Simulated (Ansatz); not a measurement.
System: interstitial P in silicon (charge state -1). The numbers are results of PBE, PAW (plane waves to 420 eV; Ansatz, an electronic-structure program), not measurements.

Settings: 64 host sites, the relaxed PBE lattice, a 2×2×2 k-point mesh shifted by half a step, smearing 0.01 eV, spin-restricted, no image-charge correction. No zero-point or tunnelling terms. The charge state is imposed; whether it is stable for some Fermi level was not computed. Sites that were not tried may lie lower.

Barriers: single points on a 3×3×3 k-point mesh shifted by half a step at the bands' geometries.

The step: one P atom jumps by itself. Atoms about the jump, Cartesian Å from the middle of the jump, before and after:

```json
[
 {"atom": "P1", "x0": "0.00", "y0": "0.45", "z0": "-0.45", "x1": "0.00", "y1": "-0.45", "z1": "0.45"},
 {"atom": "Si2", "x0": "-1.93", "y0": "-0.58", "z0": "-0.58", "x1": "-1.93", "y1": "-0.58", "z1": "-0.58"},
 {"atom": "Si3", "x0": "0.15", "y0": "1.45", "z0": "1.49", "x1": "0.15", "y1": "1.49", "z1": "1.45"},
 {"atom": "Si4", "x0": "-0.24", "y0": "-1.76", "z0": "-1.74", "x1": "-0.24", "y1": "-1.74", "z1": "-1.76"},
 {"atom": "Si5", "x0": "1.26", "y0": "-0.23", "z0": "2.62", "x1": "1.31", "y1": "-0.18", "z1": "2.65"},
 {"atom": "Si6", "x0": "1.31", "y0": "2.65", "z0": "-0.18", "x1": "1.26", "y1": "2.62", "z1": "-0.23"},
 {"atom": "Si7", "x0": "2.49", "y0": "-1.57", "z0": "1.10", "x1": "2.53", "y1": "-1.59", "z1": "1.14"},
 {"atom": "Si8", "x0": "2.53", "y0": "1.14", "z0": "-1.59", "x1": "2.49", "y1": "1.10", "z1": "-1.57"},
 {"atom": "Si9", "x0": "1.14", "y0": "-2.97", "z0": "-0.26", "x1": "1.17", "y1": "-2.95", "z1": "-0.26"},
 {"atom": "Si10", "x0": "1.17", "y0": "-0.26", "z0": "-2.95", "x1": "1.14", "y1": "-0.26", "z1": "-2.97"},
 {"atom": "Si11", "x0": "3.90", "y0": "-0.23", "z0": "-0.25", "x1": "3.90", "y1": "-0.25", "z1": "-0.23"},
 {"atom": "Si12", "x0": "-2.96", "y0": "-1.66", "z0": "1.18", "x1": "-3.05", "y1": "-1.69", "z1": "1.11"},
 {"atom": "Si13", "x0": "-3.05", "y0": "1.11", "z0": "-1.69", "x1": "-2.96", "y1": "1.18", "z1": "-1.66"}
]
```

Problem. Where do these atoms stand at the saddle point, and how high is it?

Solution. 
```json
[
 {"atom": "P1", "x": "0.22", "y": "-0.01", "z": "0.06"},
 {"atom": "Si2", "x": "-1.78", "y": "-0.57", "z": "-0.50"},
 {"atom": "Si3", "x": "0.19", "y": "1.54", "z": "1.62"},
 {"atom": "Si4", "x": "-0.24", "y": "-1.83", "z": "-1.76"},
 {"atom": "Si5", "x": "1.32", "y": "-0.21", "z": "2.67"},
 {"atom": "Si6", "x": "1.32", "y": "2.60", "z": "-0.14"},
 {"atom": "Si7", "x": "2.51", "y": "-1.60", "z": "1.16"},
 {"atom": "Si8", "x": "2.51", "y": "1.08", "z": "-1.53"},
 {"atom": "Si9", "x": "1.17", "y": "-3.00", "z": "-0.23"},
 {"atom": "Si10", "x": "1.17", "y": "-0.31", "z": "-2.92"},
 {"atom": "Si11", "x": "3.93", "y": "-0.27", "z": "-0.20"},
 {"atom": "Si12", "x": "-2.95", "y": "-1.69", "z": "1.17"},
 {"atom": "Si13", "x": "-2.95", "y": "1.10", "z": "-1.61"}
]
```
It lies 0.10 eV above the start and 0.10 eV above the end. The saddle point's order was not checked, and it lies on a symmetry element of the cell, where a band can be held.
